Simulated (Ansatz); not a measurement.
Cubic perovskite KCdF3, treated with PBEsol (Ansatz, a first-principles code, PAW).

Numerical settings: plane-wave cutoff 500 eV, 10×10×10 k mesh, Fermi–Dirac smearing 0.05 eV, scalar-relativistic PAW data made under PBE.

Computed at the level's own relaxed cell.

Q: Predict the equilibrium volume per atom, lattice parameter a and band gap.

A: 
- equilibrium volume per atom = 16.87 Å³/atom
- lattice parameter a = 4.385 Å
- band gap = 2.96 eV (on the SCF k mesh)

Note: the relaxation could not lower the start's symmetry, so the cell can be a saddle point above a distorted one.

Spin–orbit coupling is not included.

Static lattice: no zero-point or thermal effects.
